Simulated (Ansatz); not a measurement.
System: Al (model structure, started from the Bi type, I4/mcm, No. 140, 4 atoms in the cell). Method: PBEsol (Ansatz, a first-principles code, plane waves, PAW).

Numerical settings: plane-wave cutoff 520 eV, 18×18×18 k mesh, Fermi–Dirac smearing 0.05 eV, scalar-relativistic PAW data made under PBE.

Cell (relaxed at this level):

Al has the tetragonal space group I4/mcm (No. 140), Pearson symbol tI8. Conventional cell: a = b = 8.151 Å, c = 2.726 Å, α = β = γ = 90.00°. Al on 8h is coordinated by 8 Al at 2.726–2.765 Å. (Neighbours: up to the widest gap in distance over summed covalent radii, below 1.35, at either atom.)
(The calculation used a cell of 4 atoms; values per cell refer to that cell.)

Estimate the bulk modulus that the calculation returns.


bulk modulus: 52.7 GPa

The run finds no gap.

Note: the bulk modulus is −V dP/dV from two relaxed cells at ±2 % in volume; the relaxation could raise the start's symmetry but not lower it, so the cell can be a saddle point.

A model structure was made by putting elements into a prototype or built by hand; it is no filed structure, need not be a known phase, and can be a saddle point held by its symmetry.
